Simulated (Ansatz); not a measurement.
Mg2Sn: pressure series

Take Mg$_{2}$Sn (space group Fm-3m, No. 225; a = 6.7458 Å) as the base.

Cell and atoms are relaxed at each pressure.

All numbers come from DFT with PBEsol, PAW potentials and a 420 eV plane-wave cutoff in Ansatz (a program for electronic structure), without spin-orbit coupling.

```json
[
 {"P (GPa)": "-2.00", "V (Å³/atom)": "26.930"},
 {"P (GPa)": "-1.00", "V (Å³/atom)": "26.215"},
 {"P (GPa)": "0.90", "V (Å³/atom)": "25.087"},
 {"P (GPa)": "2.09", "V (Å³/atom)": "24.491"},
 {"P (GPa)": "4.50", "V (Å³/atom)": "23.472"},
 {"P (GPa)": "9.00", "V (Å³/atom)": "22.004"},
 {"P (GPa)": "15.00", "V (Å³/atom)": "20.564"},
 {"P (GPa)": "22.50", "V (Å³/atom)": "19.229"},
 {"P (GPa)": "30.00", "V (Å³/atom)": "18.202"}
]
```

A third-order Birch–Murnaghan fit to these points gives V₀ = 25.59 Å³/atom, B₀ = 44 GPa and B₀′ = 4.1. At pressure 30 GPa the volume is 71.1 % of V₀.

Load acts through the strain it causes; cell and atoms are relaxed under it. Stability against distortions was not tested. Competing high-pressure phases were not computed.
